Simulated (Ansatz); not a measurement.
Start from SiC in the zinc blende structure (space group F-43m, No. 216; a = 4.329 Å). Axes: x, y, z lie along the cube axes.

The values are results of LDA (Ansatz, a program for electronic structure), scalar-relativistic without spin-orbit coupling, not measurements.

Modification: tensor shear ε_xy = +1.71 % (engineering shear γ = 0.0342); the atoms relax in the strained cell.

### Question
Predict the stress tensor and what it implies for the stiffness.

### Answer
Stress of the strained cell less that of the base (GPa, compression positive):
```
   0.25   -8.63    0.00
  -8.63    0.25    0.00
   0.00    0.00   -0.02
```

Then −Δσ/γ with γ = 2ε = 0.0342 gives secant stiffness values (nonlinear terms included at this strain): C66 ≈ 252 GPa.

As a check, the harmonic strain energy −½ V₀ Δσ:ε is 9.3 meV/atom; the computed energy rise is 9.3 meV/atom.

Stability against distortions was not tested.
